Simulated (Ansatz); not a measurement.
Functionals compared on Br on the 1x1 (10-10) surface of wurtzite ZnO (cut with top plane O + Zn), one in a 2x1 cell, started at the site 'hollow O-O-Zn-Zn-Zn', in Ansatz (plane waves, PAW). The structure was relaxed with PBE; the other rows are single points on it, each with its references at the same level. Cutoff 420 eV (500 eV for r2SCAN). The points keep PBE's geometry, so the relaxation of a polaron and the settling of charge on one site are left out.

Host crystal: wurtzite ZnO, with a band gap (PBE, scalar-relativistic without spin-orbit coupling).

Slab: 33 atoms, 9.4 Å thick at the start under the adsorbate (thin: gaps and levels are the slab's own); k 3x4x1, smearing 0.01 eV, dipole-corrected; 16 atoms held, the rest relaxed; held to the start's symmetry, so lower structures may exist; spin-polarised, ending with about 0.7 μB a cell, a value that depends on the mesh; orders that need a larger cell were not tried, no spin-orbit, no U, no dispersion correction. The slab shows no gap over 0.04 eV on its mesh. At the end it is bonded to 2 Zn. In PBE it is, or lies within 0.03 eV of, the lowest of the starts that converged. These notes are the PBE run's. r2SCAN: The program's check for a lower electronic state was not made. Adsorption energies are against ½ Br2(g). A negative adsorption energy means that the adsorbate is more stable on the surface than in its reference.

```
functional  adsorption energy (eV)  work function of the top face (eV)         rough cost of the single point
----------  ----------------------  ----------------------------------  -------------------------------------
PBE                          -0.17                                6.87                                      –
RPBE                             …                                   …  about 6 core-minutes (a rough figure)
r2SCAN                       -0.29                                7.10           very roughly 15 core-minutes
```

Question: Complete the blanks.

Answer: 
- RPBE, adsorption energy (eV): -0.06
- RPBE, work function of the top face (eV): 6.78

Ansatz is an electronic-structure program.
